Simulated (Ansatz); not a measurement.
Base system: GaN in the wurtzite structure (space group P6_3mc, No. 186; a = 3.2184 Å, c = 5.2432 Å).

The values are results of PBE, PAW, 420 eV (Ansatz, a program for electronic structure; no spin-orbit coupling), not measurements.

Before the change:

Width of the top valence band: 2.67 eV
Volume per atom: 11.76 Å³
Band gap: 1.71 eV

The change: cell and atoms relaxed at a pressure of 15 GPa.

Q: Predict the new width of the top valence band, volume per atom and band gap.

A: The width of the top valence band grows by 0.25 eV to 2.92 eV; the volume per atom shrinks by 0.84 Å³ to 10.92 Å³; the band gap goes up by 0.49 eV to 2.20 eV.

Load acts through the strain it causes; cell and atoms are relaxed under it. Whether these cells are dynamically stable was not tested. Tetrahedral semiconductors of this kind turn to denser phases somewhere between about 1 and 50 GPa; those were not computed, so compressed cells here can lie past the real transition.
